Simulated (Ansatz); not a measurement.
The parent structure is SiC in the zinc blende structure (space group F-43m, No. 216; a = 4.329 Å).

All numbers come from LDA in Ansatz (plane waves to 420 eV, PAW, no spin-orbit coupling).

Base values:

| Quantity | Value |
|---|---|
| Shortest interatomic distance | 1.875 Å |
| Electron mass | 0.68 mₑ along k, 0.23 mₑ across (at X) |

It is then changed as follows: cell and atoms relaxed at a pressure of 0.9 GPa.

**Question.** Predict the new shortest interatomic distance.

**Answer.** The shortest interatomic distance shrinks by 0.0024 Å (1.875 Å → 1.872 Å).

**Question.** Estimate the effect on the electron mass.

**Answer.** The electron mass goes from 0.68 mₑ along k, 0.23 mₑ across (at X) to 0.67 mₑ along k, 0.23 mₑ across (at X).

The levels and masses belong to the bands next to the band gap. Load acts through the strain it causes; cell and atoms are relaxed under it. Effective masses come from finite differences of ±0.01 Å⁻¹. Along k means along the line from Γ to the band edge. Whether these cells are dynamically stable was not tested.

Ansatz is an electronic-structure program.
